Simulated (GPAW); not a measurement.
Band structure of BiPbO₂F (Cm, 5 atoms in the cell).

```xyz
5
Lattice="3.4623 -2.0043 0.0000 3.4623 2.0043 0.0000 -0.1111 0.0000 6.5107" Properties=species:S:1:pos:R:3 pbc="T T T"
Bi     4.8271     0.0000     1.9009
Pb     2.5351     0.0000     4.8504
O      2.5238     0.0000     2.4836
O      4.8319     0.0000     4.1171
F      0.2199     0.0000     0.6414
```

Method of the run: PBEsol, GPAW PAW datasets PBEsol (made by gpaw-setup) (plane waves; GPAW).

Settings: mode = pw; ecut = 900 eV; xc = PBEsol; kpts = 6 6 3; mesh shift (steps) = 0 0 0; occupations.name = fermi-dirac; occupations.width = 0.05 eV; nbands = -8; convergence.density = 1e-05 e/electron; convergence.energy = 1e-05 eV/electron; convergence.bands = -6; symmetry.symmorphic = false; symmetry.tolerance = 0.0005; maxiter = 100.

The starting cell comes from a database of computed structures (which also holds hypothetical and non-ambient phases and stackings), without a prior relaxation at this level. Spin-orbit coupling is off.

Q: Predict the gap along the standard path and the places of the band edges.

A: The gap along the path is 2.06 eV, from Γ to L; the smallest direct gap on it is 2.36 eV. Another conduction valley lies within 0.1 eV, so the order of the valleys is not sure.

Levels in eV from the top of the valence band on the SCF mesh, bands 21 to 28:
| point | 21 | 22 | 23 | 24 | 25 | 26 | 27 | 28 |
|---|---|---|---|---|---|---|---|---|
| Γ | -2.76 | -1.57 | -1.54 | 0.00 | 3.48 | 4.78 | 4.82 | 5.68 |
| Y | -1.80 | -1.49 | -1.15 | -0.17 | 3.39 | 3.74 | 5.63 | 6.11 |
| F | -2.00 | -1.60 | -0.83 | -0.52 | 2.87 | 3.67 | 5.13 | 5.25 |
| L | -1.65 | -1.57 | -0.68 | -0.30 | 2.06 | 4.30 | 4.98 | 5.96 |
| Z | -2.27 | -1.58 | -1.55 | -0.42 | 2.86 | 4.47 | 4.50 | 5.23 |
| N | -1.66 | -1.60 | -0.67 | -0.30 | 2.10 | 4.35 | 4.81 | 5.96 |
| M | -1.80 | -1.48 | -1.14 | -0.16 | 3.38 | 3.71 | 5.61 | 6.14 |
